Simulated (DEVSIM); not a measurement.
Device: Mo/La2O3/SiO2/p-Si capacitor, at 300 K.

Layer 1 from the left is La2O3, thickness (nm) 2.10. Layer 2 from the left is SiO2, thickness (nm) 1.10. Layer 3 from the left is Si, thickness (nm) 17000, Na (cm⁻³) 1.1e15.

Metal gate on the left, work function 4.6 eV. Fixed charge at the semiconductor interface 0 cm⁻² (in units of +e); no interface traps.

This is a model device: material constants are rounded textbook-type values typed into the input, and sizes, dopings and lifetimes were drawn at random. Values at 300 K.

La2O3: gap (eV) 5.8, affinity (eV) 1.8, permittivity 27. SiO2: gap (eV) 9, affinity (eV) 0.9, permittivity 3.9. Si: gap (eV) 1.124, affinity (eV) 4.05, permittivity 11.7, Nc (cm⁻³) 2.86e19, Nv (cm⁻³) 3.1e19.

Q: Estimate by hand the flat-band voltage, the threshold voltage, and compare with a numerical solution.

A: 
- Flat-band voltage: C = 2.46 μF/cm², work-function difference -0.309 V; VFB = φms − qNf/C = -0.31 V; numerical -0.31 V.
- Threshold voltage: φF = 0.298 V, depletion charge √(4εqNφF) = 1.48e-8 C/cm²; VT = VFB + 2φF + Qd/C = 0.29 V; numerical 0.29 V.

DEVSIM, 1D Poisson equation in equilibrium, Boltzmann statistics, complete ionisation; no quantum confinement or tunnelling. Metal contacts follow the ideal Schottky-Mott rule: no Fermi-level pinning, no interface dipoles.
